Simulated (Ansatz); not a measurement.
The starting structures come from a database of crystals and need not be the phases stable at ambient conditions.

Evanescent states of AlGaN$_{2}$ (P3m1, not sure to be the ambient phase, 4 atoms a cell, 10.9 Å³ an atom) along the normal of (110)

All values below come from r2SCAN (plane waves, PAW; Ansatz, an electronic-structure program).

The gap is the functional's own. No spin-orbit coupling. Mid-gap values are interpolated on the energy grid.

Energies count from the valence-band top; κ is the least over a 6×6 mesh across the current.

| E (eV) | κ (1/Å) | where |
|---|---|---|
| 0.09 | 0.073 | Γ |
| 0.26 | 0.119 | Γ |
| 0.42 | 0.148 | Γ |
| 0.59 | 0.169 | Γ |
| 0.77 | 0.185 | Γ |
| 0.94 | 0.198 | Γ |
| 1.10 | 0.207 | Γ |
| 1.27 | 0.214 | Γ |
| 1.45 | 0.219 | Γ |
| 1.61 | 0.221 | Γ |
| 1.78 | 0.222 | Γ |
| 1.96 | 0.220 | Γ |
| 2.12 | 0.216 | Γ |
| 2.29 | 0.209 | Γ |
| 2.46 | 0.200 | Γ |
| 2.63 | 0.187 | Γ |
| 2.81 | 0.170 | Γ |
| 2.98 | 0.148 | Γ |
| 3.15 | 0.116 | Γ |
| 3.31 | 0.061 | Γ |

Q: How thick must the barrier be to attenuate the transmission by 10^4 when the electrodes' Fermi level lies at 1.45 eV, and what attenuation does that film give at 2.12 eV?

A: d = 4 ln 10 / (2 × 0.219) = 21.0 Å. At 2.12 eV it gives 4 × 0.216/0.219 = 3.9 decades.
